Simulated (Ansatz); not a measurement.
Troubleshooting Ansatz (a quantum-chemistry and plane-wave program): a failed run on Ba3Tc2O7 (I4/mmm, 12 atoms in the cell). The aim is a self-consistent single point with DFT, PBE, plane waves, default PAW files.

Cell that was meant: a = 11.1931 Å, b = 11.1931 Å, c = 11.1931 Å, α = 158.71°, β = 158.71°, γ = 30.29°.

Part of the input:

Ansatz 0.2 input:
```yaml
kpoints:
  mp_grid:
    grid: [5, 5, 5]
    shift: [1, 1, 1]
hamiltonian:
  xc: pbe
  pseudopotentials:
```

Output (repeated stretches shortened):

```
Error: invalid value for `kpoints.mp_grid.shift`: each number counts steps of the mesh from Γ, half a step is 0.5 and a whole step moves no point: type 0.5 for a flag of 1, and leave whole steps out of any other number: each must be finite and in (-1, 1); got [1, 1, 1]
```

### Question
Read the log: what does the program object to, and what is the fix?

### Answer
The fault is a mesh shift typed as a flag of 1. The shift is counted in steps of the mesh here, so half a step is 0.5; the flag 1 belongs to another code's convention. To fix it, type 0.5 for half a step, or no shift. The program stopped before any SCF iteration.

The sound input it was made from differs as follows (other fixes are possible):
```diff
-    shift: [1, 1, 1]
```

With that input, the run converged in 13 iterations: free energy E − TS (on the zero of these files) -32624.9064 eV; Fermi level (on the code's own zero) 11.75 eV; pressure -8.30 GPa; largest force (vector length) 0.630 eV/Å (DFT, PBE, plane waves, default PAW files).

On the sound input: the starting cell was generated: these elements placed on a structure prototype, without a prior relaxation; it need not be a known phase or ordering of this composition. Its lattice was rescaled by a random factor within 2.5 % of one. Spin polarisation is off. With a pressure of about -8 GPa the cell is away from its equilibrium volume at this level. Ansatz's pressure includes its estimate of the finite-basis (Pulay) stress.
